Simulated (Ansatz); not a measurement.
We consider Ge3N4 (P6₃/m, No. 176; cell taken from a computed entry), described by HSE06 (Ansatz, a quantum-chemistry and plane-wave program, PAW).

Settings: plane-wave cutoff 500 eV, 4×4×8 k mesh (along the axes of the cell as run), gaussian smearing 0.02 eV, scalar-relativistic PAW data made under PBE.

Cell (relaxed with PBEsol):

```
CELL_PARAMETERS angstrom
      8.05675     0.00000     0.00000
     -4.02838     6.97735     0.00000
      0.00000     0.00000     3.08468
ATOMIC_POSITIONS crystal
  Ge 0.83059 0.23718 0.75000
  Ge 0.16941 0.76282 0.25000
  Ge 0.59341 0.83059 0.25000
  Ge 0.40659 0.16941 0.75000
  Ge 0.76282 0.59341 0.75000
  Ge 0.23718 0.40659 0.25000
  N  0.66667 0.33333 0.75000
  N  0.33333 0.66667 0.25000
  N  0.66962 0.97424 0.75000
  N  0.33038 0.02576 0.25000
  N  0.69538 0.66962 0.25000
  N  0.30462 0.33038 0.75000
  N  0.02576 0.69538 0.75000
  N  0.97424 0.30462 0.25000
```

**Question.** Estimate the band gap that the calculation returns.

**Answer.** 
- band gap = 3.63 eV (on the SCF k mesh)

Note: cell and atoms aren't relaxed at this level (pressure -1.9 GPa).

Spin–orbit coupling is not included.

The computed numbers hold no vibrational or temperature effects.
